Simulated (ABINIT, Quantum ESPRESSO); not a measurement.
An ABINIT input for a self-consistent single point of NaCl (Fm-3m, 2 atoms in the cell) (DFT, LDA (PW92), plane waves, PAW (JTH v2.0 LDA PAW)):

```
# NaCl, JTH v2.0 LDA PAW
pp_dirpath "./"
pseudos "Na.LDA_PW-JTH.xml, Cl.LDA_PW-JTH.xml"
acell 7.5363832072 7.5363832072 7.5363832072
rprim
        -0.0000000000    0.7071067812    0.7071067812
         0.7071067812   -0.0000000000    0.7071067812
         0.7071067812    0.7071067812   -0.0000000000
natom 2
ntypat 2
znucl 11 17
typat 1 2
xred
         0.0000000000    0.0000000000    0.0000000000
         0.5000000000    0.5000000000    0.5000000000
ecut 30
pawecutdg 60
pawxcdev 0
ixc 7
occopt 3
tsmear 0.02 eV
nband 13
kptopt 1
ngkpt 10 10 10
nshiftk 1
shiftk 0 0 0
nstep 100
toldfe 1.0e-09
prtwf 0
prtden 0
prtvol 1
```

Question: Give the Quantum ESPRESSO input for the same structure, mesh, smearing and functional.

Answer: This is the input that was run; spellings and numerical settings could be chosen otherwise.

```fortran
&CONTROL
   calculation = 'scf'
   prefix = 'nacl'
   outdir = './tmp'
   pseudo_dir = './'
   tprnfor = .true.
   tstress = .true.
/
&SYSTEM
   ibrav = 2
   celldm(1) = 10.658055343
   nat = 2
   ntyp = 2
   ecutwfc = 40
   ecutrho = 200
   occupations = 'smearing'
   smearing = 'fermi-dirac'
   degauss = 0.00147
/
&ELECTRONS
   conv_thr = 1.0d-10
/
ATOMIC_SPECIES
Na    22.9898  na_lda_v1.5.uspp.F.UPF
Cl    35.4500  cl_lda_v1.4.uspp.F.UPF
ATOMIC_POSITIONS {crystal}
Na    0.000000000    0.000000000    0.000000000
Cl    0.500000000    0.500000000    0.500000000
K_POINTS {automatic}
10 10 10  0 0 0
```

Basis settings and potentials, where a program has them, do not carry over. This input uses DFT, LDA (PZ), plane waves, GBRV 1.5 ultrasoft (LDA) pseudopotentials. LDA parametrisations can differ slightly between programs. Both were run: pressure -2.53 GPa in ABINIT and -2.33 in Quantum ESPRESSO; gap on the mesh 4.686 eV in ABINIT and 4.686 in Quantum ESPRESSO.

On Quantum ESPRESSO: the starting cell has typed, rounded lattice constants, without a prior relaxation at this level.

On ABINIT: the starting cell has typed, rounded lattice constants, without a prior relaxation at this level.
